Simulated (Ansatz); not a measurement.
Data:

```xyz
10
Lattice="0.0000 5.4318 5.4318 5.4318 0.0000 5.4318 5.4318 5.4318 0.0000" Properties=species:S:1:pos:R:3 pbc="T T T"
Bi     0.0000     0.0000     0.0000
Ag     5.4318     5.4318     5.4318
Cs     2.7159     2.7159     2.7159
Cs     8.1477     8.1477     8.1477
Br     5.4318     2.7777     5.4318
Br     8.0859     5.4318     5.4318
Br     5.4318     8.0859     5.4318
Br     2.7777     5.4318     5.4318
Br     5.4318     5.4318     2.7777
Br     5.4318     5.4318     8.0859
```

No spin polarisation.

Calculations: DFT with PBEsol, PAW potentials and a 420 eV plane-wave cutoff in Ansatz (a quantum-chemistry and plane-wave program), scalar-relativistic without spin-orbit coupling. Γ-centred 5×5×5 mesh, Fermi–Dirac width 0.05 eV.

### Question
Predict the band gap.

### Answer
0.94 eV.

### Question
What hole mass does the calculation give?

### Answer
0.14 mₑ along k, 0.59 mₑ across (at X).

### Question
Estimate the width of the top valence band.

### Answer
1.56 eV.

With Bi present, leaving out spin-orbit coupling can change the band edges. Load acts through the strain it causes; cell and atoms are relaxed under it. Effective masses come from finite differences of ±0.01 Å⁻¹. Along k means along the line from Γ to the band edge. Whether these cells are dynamically stable was not tested. The cell was made from Cs₂AgBiBr₆ (space group Fm-3m, No. 225) by this change: pressure 3 GPa.
